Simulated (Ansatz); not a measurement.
## Hypothetical rock salt ZrSi: pressure series

Base system: ZrSi in the rock salt structure (space group Fm-3m, No. 225; a = 5.397 Å; a hypothetical phase, not in the database extracts checked).

Cell and atoms are relaxed at each pressure.

Levels (all Ansatz, a quantum-chemistry and plane-wave program, PAW, earlier PAW set): PBE (420 eV, without spin-orbit coupling); PBEsol (420 eV, no spin-orbit coupling).

The base cell above is that of PBE; each level relaxes its own structures.

```json
[
 {"case": "pressure −2 GPa", "shortest interatomic distance, PBE": "5.131 bohr", "shortest interatomic distance, PBEsol": "5.076 bohr"},
 {"case": "pressure −1 GPa", "shortest interatomic distance, PBE": "5.115 bohr", "shortest interatomic distance, PBEsol": "___"},
 {"case": "pressure 3 GPa", "shortest interatomic distance, PBE": "5.057 bohr", "shortest interatomic distance, PBEsol": "___"},
 {"case": "pressure 7 GPa", "shortest interatomic distance, PBE": "5.006 bohr", "shortest interatomic distance, PBEsol": "___"},
 {"case": "pressure 15 GPa", "shortest interatomic distance, PBE": "4.919 bohr", "shortest interatomic distance, PBEsol": "4.878 bohr"},
 {"case": "pressure 30 GPa", "shortest interatomic distance, PBE": "4.793 bohr", "shortest interatomic distance, PBEsol": "4.757 bohr"},
 {"case": "pressure 50 GPa", "shortest interatomic distance, PBE": "4.665 bohr", "shortest interatomic distance, PBEsol": "4.635 bohr"},
 {"case": "pressure 75 GPa", "shortest interatomic distance, PBE": "4.543 bohr", "shortest interatomic distance, PBEsol": "4.517 bohr"},
 {"case": "pressure 100 GPa", "shortest interatomic distance, PBE": "4.447 bohr", "shortest interatomic distance, PBEsol": "___"}
]
```

**Question.** What belongs in the blanks?

**Answer.** 
- pressure −1 GPa, shortest interatomic distance, PBEsol: 5.062 bohr
- pressure 3 GPa, shortest interatomic distance, PBEsol: 5.008 bohr
- pressure 7 GPa, shortest interatomic distance, PBEsol: 4.960 bohr
- pressure 100 GPa, shortest interatomic distance, PBEsol: 4.423 bohr

PBE lies above PBEsol in every row, by 0.024 bohr to 0.055 bohr. They put the cases in the same order.

Load acts through the strain it causes; cell and atoms are relaxed under it. No phonon test of stability was made. No other phases were tried under pressure. The final runs are not spin-polarised.
